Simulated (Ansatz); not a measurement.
Worked example: relaxation of cell and atoms of Mo (Im-3m, 1 atom in the cell) in Ansatz (a quantum-chemistry and plane-wave program).

Computed with PBE (plane waves, PAW; Ansatz).

```yaml
crystal:
  lattice:
    - [-1.58381, 1.58381, 1.58381]
    - [1.58381, -1.58381, 1.58381]
    - [1.58381, 1.58381, -1.58381]
  atoms:
    - { symbol: Mo, position: [0.00000, 0.00000, 0.00000] }
```

Reference input (self-consistent single point, DFT, PBE, plane waves, default PAW files): basis.ecutwfc = 420 eV; kpoints.mp_grid.grid = 15 15 15; hamiltonian.xc = pbe; hamiltonian.pseudopotentials = {kind: paw} (the program's default PAW files); scf.occupations.method = methfessel_paxton; scf.occupations.width = 0.1 eV. This run's input differs from it in these lines:

Ansatz 0.2 input:
```diff
@@ -8,3 +8,3 @@
 basis:
-  ecutwfc: 420.0
+  ecutwfc: 590.0
 kpoints:
@@ -16,2 +16,4 @@
   occupations: { method: methfessel_paxton, width: 0.1 }
+relax:
+  cell: {}
 output:
```

Output, abridged:

```
   [... SCF lines of the steps left out ...]
relax step   1: F+E_penalty+E_count = -4956.01977008 eV  Δ(F+E_penalty+E_count) = +0.000e0 eV  max|allowed force component| = 0.000e0 eV/Å  Δτ_max = 0.0000 Å  P = -1.438 GPa  Ω = 15.892 Å³  (5 SCF iters, dr2 threshold 1.00e-7 eV, accepted)
relax step   2: F+E_penalty+E_count = -4956.01839133 eV  Δ(F+E_penalty+E_count) = +1.379e-3 eV  max|allowed force component| = 0.000e0 eV/Å  Δτ_max = 0.0000 Å  P = +3.139 GPa  Ω = 15.621 Å³  energy of the carried Pulay correction = +3.879e-6 eV  (4 [...]
relax step   3: F+E_penalty+E_count = -4956.02016679 eV  Δ(F+E_penalty+E_count) = -3.967e-4 eV  max|allowed force component| = 0.000e0 eV/Å  Δτ_max = 0.0000 Å  P = -0.026 GPa  Ω = 15.805 Å³  energy of the carried Pulay correction = +1.226e-6 eV  (7 [...]
relax step   4: F+E_penalty+E_count = -4956.02016548 eV  Δ(F+E_penalty+E_count) = +1.310e-6 eV  max|allowed force component| = 0.000e0 eV/Å  Δτ_max = 0.0000 Å  P = -0.026 GPa  Ω = 15.805 Å³  stress off target by 2.59e-2 GPa  SCF on the basis [...]
basis re-selected at this cell: Δ(F+E_penalty+E_count) = +1.310e-6 eV, ΔP = +0.000 GPa vs the last step
Stability not checked (fill_not_monotonic)
Free energy (F): -4956.020165 eV
Internal energy: -4956.019682 eV  (E = F + TS)
E sigma→0 (E₀):  -4956.020045 eV
Entropy (-TS):   -0.000484 eV (-0.484 meV/atom)
Fermi energy:    20.770298 eV
--- Forces (eV/Å), atoms counted from 1 ---
  atom   1  Mo     0.00000000     0.00000000    -0.00000000
--- Stress (GPa, compression-positive) ---
   [... lines left out ...]
to start a new deck from the relaxed geometry:
  cell:  # Å, volume = 15.8055 Å³
    - [-1.5809408969852463, 1.5809408969852463, 1.5809408969852463]
    - [1.5809408969852463, -1.5809408969852463, 1.5809408969852463]
    - [1.5809408969852463, 1.5809408969852463, -1.5809408969852463]
  atoms:
    - { symbol: Mo, position: [0.0, 0.0, 0.0] }
```

The run converged. 

Summary of the result:
| Property | Value |
|---|---|
| Free energy E − TS (on the zero of these files) | -4956.0202 eV |
| Fermi level (on the code's own zero) | 20.77 eV |
| Pressure | -0.03 GPa |
| Final cell | a = 2.7383 Å, b = 2.7383 Å, c = 2.7383 Å, α = 109.47°, β = 109.47°, γ = 109.47° |
| Final volume per atom | 15.81 Å³ |
| Relaxation steps | 4 |

The starting cell comes from a database of computed structures (which also holds hypothetical and non-ambient phases and stackings), without a prior relaxation at this level. Spin polarisation is off. The relaxation keeps the symmetry of its start, so its end need not be a minimum. Ansatz's pressure includes its estimate of the finite-basis (Pulay) stress.
